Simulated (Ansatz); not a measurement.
Faces of fcc Ni, ferromagnetic, relaxed in 1x1 cells (a = 3.519 Å):

Method: PBE (plane waves to 420 eV, PAW; Ansatz, an electronic-structure program).

| face | γ (J/m²) |
|---|---|
| (100) | 2.26 |
| (110) | 2.32 |
| (111) | 1.95 |
| (210) | 2.43 |
| (211) | 2.26 |
| (221) | 2.19 |
| (331) | 2.25 |

Q: In the Wulff construction from these faces alone, which appear on the equilibrium crystal, and with what shares of the area?

A: (111) 61 %, (100) 18 %, (211) 8 %, (221) 6 %, (331) 6 %, (210) 1 %. Cut off by their neighbours: (110). (110) misses by under 0.01 J/m². The area-weighted mean is 2.07 J/m².
